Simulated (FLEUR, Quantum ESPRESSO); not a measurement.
## Code comparison for SmAsPd (P6_3mc, 6 atoms in the cell)

Self-consistent single point.

```xyz
6
Lattice="4.3351 0.0000 0.0000 -2.1676 3.7544 0.0000 0.0000 0.0000 7.6960" Properties=species:S:1:pos:R:3 pbc="T T T"
Sm     0.0000     0.0000     3.8423
Sm     0.0000     0.0000     7.6903
As     2.1676     1.2514     2.0322
As     0.0000     2.5029     5.8802
Pd     0.0000     2.5029     1.8169
Pd     2.1676     1.2514     5.6649
```
Moments meant for the start (each program seeds them in its own way; μB, in the order of the atoms Sm Sm As As Pd Pd): 5.0 5.0 0.0 0.0 0.0 0.0.

All programs got the same cell, k-point mesh and kind of occupations, and the same starting moments (in Quantum ESPRESSO's words: occupations = smearing; smearing = gauss; degauss = 0.0099958 Ry; nspin = 2; K_POINTS = automatic 5 5 3 0 0 0); potentials, basis and cutoffs are each program's usual ones.

| code | model | largest force (eV/Å) | size of the net moment (μB/atom) | cutoff |
|---|---|---|---|---|
| Quantum ESPRESSO | PBEsol, SSSP 1.1.2 efficiency (PBE) pseudopotentials | 0.088 | 1.76 | 60 Ry |
| FLEUR | PBEsol, all-electron FLAPW (FLEUR), scalar-relativistic valence | 0.105 | 1.78 | Kmax 3.8 1/bohr |

Size of the force on each atom (eV/Å): Sizes of forces hide their directions.

| code | Sm1 | Sm2 | As3 | As4 | Pd5 | Pd6 |
|---|---|---|---|---|---|---|
| Quantum ESPRESSO | 0.020 | 0.020 | 0.068 | 0.068 | 0.088 | 0.088 |
| FLEUR | 0.022 | 0.022 | 0.084 | 0.084 | 0.105 | 0.105 |

The spread over the programs that give each value: largest force within 0.017 eV/Å; size of the net moment within 0.02 μB/atom.

The starting cell comes from a database of computed structures (which also holds hypothetical and non-ambient phases and stackings), without a prior relaxation at this level. On Quantum ESPRESSO's run: Spin-orbit coupling is off. The magnetic order is the one reached from the typed start; others were not searched systematically. With U or open f shells several self-consistent states can exist. The f electrons are in the valence without U or exact exchange, which can misplace them near the Fermi level. Spin-orbit terms, which matter for f shells, are left out.

Question: Why do the programs differ, and what cannot be compared?

Answer: Differences of this kind can come from the potentials, where these differ, and from what each basis and cutoff leave unconverged. The valence holds different numbers of electrons (Quantum ESPRESSO 78, FLEUR 94). The zero of total energies and Fermi levels follows the potentials and each program's conventions, so they are not compared here. FLEUR treats all electrons, but the usual bases taken here (sphere radii, linearisation, local orbitals, empty states) were not tested for convergence, so the values are no reference for the others. Site moments depend on each program's spheres or projections; the total moment of the cell does not.

Left out of this page: Ansatz (with a known weakness of the program); Elk (stopped by limits of time or memory).
